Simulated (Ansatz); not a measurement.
Base system: LiNbO₃ (space group R3c, No. 161; a = 5.067 Å, c = 13.687 Å (hexagonal axes)).

Method: DFT with LDA, PAW potentials and a 420 eV plane-wave cutoff in Ansatz (a first-principles code), no SOC.

Base values:

The pressure comes out as 0.00 GPa.

It is then changed as follows: the cell is scaled by 0.9700 in all directions; the atoms relax in the strained cell.

Question: Predict the new energy relative to the base.

Answer: The energy grows by 36 meV/atom.

Question: Predict the new largest internal atomic displacement.

Answer: The largest internal atomic displacement is 0.087 Å.

Question: What happens to the pressure?

Answer: The pressure (mean of the normal stresses, compression positive) goes from zero to 14.08 GPa.

Whether these cells are dynamically stable was not tested.
